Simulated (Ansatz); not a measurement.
**Rh: response to strain**

Take Rh in the fcc (Cu type) structure (space group Fm-3m, No. 225; a = 3.782 Å; relaxed with 0.1 eV smearing) as the base. Axes: x, y, z lie along the cube axes.

Strains are applied to the cell and any free atomic positions relax.

Computed with PBEsol in Ansatz (plane waves to 420 eV, PAW, scalar-relativistic without spin-orbit coupling).

Notes on the quantities. pressure: mean of the normal stresses, compression positive; energy relative to the base: free energy F.

```
change                            pressure  volume per atom  energy relative to the base
------------------------------  ----------  ---------------  ---------------------------
base                               0.0 GPa         13.52 Å³                   0 meV/atom
uniaxial strain ε_zz = −2.50 %     8.0 GPa         13.18 Å³                   (withheld)
uniaxial strain ε_zz = −1.50 %     4.6 GPa         13.32 Å³                +4.6 meV/atom
uniaxial strain ε_zz = −1.00 %  (withheld)         13.38 Å³                +2.0 meV/atom
uniaxial strain ε_zz = −0.50 %     1.5 GPa         13.45 Å³                +0.5 meV/atom
uniaxial strain ε_zz = +1.00 %    -2.8 GPa         13.65 Å³                +1.9 meV/atom
uniaxial strain ε_zz = +1.50 %    -4.2 GPa         13.72 Å³                +4.3 meV/atom
uniaxial strain ε_zz = +2.00 %  (withheld)         13.79 Å³                +7.5 meV/atom
uniaxial strain ε_zz = +2.50 %    -6.7 GPa         13.86 Å³                 +12 meV/atom
uniaxial strain ε_zz = +3.00 %    -7.9 GPa         13.93 Å³                 +17 meV/atom
```

Task: Fill in the withheld entries from the trend.

Result: 
- uniaxial strain ε_zz = −2.50 %, energy relative to the base: +13 meV/atom
- uniaxial strain ε_zz = −1.00 %, pressure: 3.0 GPa
- uniaxial strain ε_zz = +2.00 %, pressure: -5.5 GPa

No phonon test of stability was made. All final runs are without spin polarisation. Rh lies near a magnetic instability that expansion can trigger; it was not tested.

Ansatz is an electronic-structure program.
